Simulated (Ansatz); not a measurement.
The starting structures come from a database of crystals and need not be the phases stable at ambient conditions.

 Where the default PAW files enter, the runs use the earlier of Ansatz's two default sets.

By PBEsol, the system below comes out a metal.

A figure of merit of an interconnect metal is its ballistic conductance per area.

```
CELL_PARAMETERS angstrom
      3.17643     0.00000     0.00000
     -1.05881     2.99477     0.00000
      1.05881     1.49738     2.64647
ATOMIC_POSITIONS crystal
  Sb 0.00000 0.00000 0.00000
```

Space group of this cell: Fmmm. The cell is strained (lengths across the current scaled by 0.98, ions clamped); by PBEsol its mean pressure is 2.3 GPa.

The current flows along the normal of the first two printed cell vectors. No spin-orbit coupling; the value is a mean over 0.1 eV about the Fermi level.

Task: Predict the ballistic conductance per area from Ansatz (an electronic-structure program) with PBEsol.

Result: 1.4 × 10¹⁵ S/m² for both spins.
